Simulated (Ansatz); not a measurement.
Take AlAs in the zinc blende structure (space group F-43m, No. 216; a = 5.675 Å) as the base.

It is then changed as follows: every Al is replaced by Ga; the structure is relaxed again.

Levels (all Ansatz, a program for electronic structure, PAW): PBEsol (420 eV, no spin-orbit coupling); HSE06 (420 eV, no spin-orbit coupling).

The geometry is relaxed with PBEsol.

PBEsol lowest conduction level above the VBM at special points: Γ 0.42 eV; L 0.92 eV; X 1.36 eV

With HSE06 at the same geometry, the lowest conduction level above the VBM at special points becomes Γ 1.40 eV; L 1.75 eV; X 2.06 eV (PBEsol: Γ 0.42 eV; L 0.92 eV; X 1.36 eV).

Single points use the geometry relaxed with PBEsol. The levels and masses belong to the bands next to the band gap. Whether these cells are dynamically stable was not tested.
